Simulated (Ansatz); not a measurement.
Ba2TiO4 (P4/mmm, No. 123, 7 atoms in the cell; start mp-36194; a measured phase of this formula has another space group) was calculated with r²SCAN in Ansatz (PAW).

Run with plane-wave cutoff 560 eV, 8×8×4 k mesh (along the axes of the cell as run), Fermi–Dirac smearing 0.01 eV, no spin polarisation, scalar-relativistic PAW data made under PBE.

Cell (relaxed at this level):

```xyz
7
Lattice="3.9447 0.0000 0.0000 0.0000 3.9447 0.0000 0.0000 0.0000 11.4083" Properties=species:S:1:pos:R:3 pbc="T T T"
Ba     0.0000     0.0000     7.6646
Ba     0.0000     0.0000     3.7437
Ti     1.9723     1.9723     5.7042
O      0.0000     1.9723     5.7042
O      1.9723     0.0000     5.7042
O      1.9723     1.9723     7.6708
O      1.9723     1.9723     3.7375
```

Task: Estimate the band gap and smallest direct gap on the k points sampled that the calculation returns.

Result: 
* **band gap**: 2.41 eV
* **smallest direct gap on the k points sampled**: 2.43 eV

Spin–orbit coupling is not included.

It cost about 2.0 core-minutes (a rough figure) of CPU time.

A start named mp-… is a Materials Project structure, which need not be a measured phase.

Ansatz is a quantum-chemistry and plane-wave program.
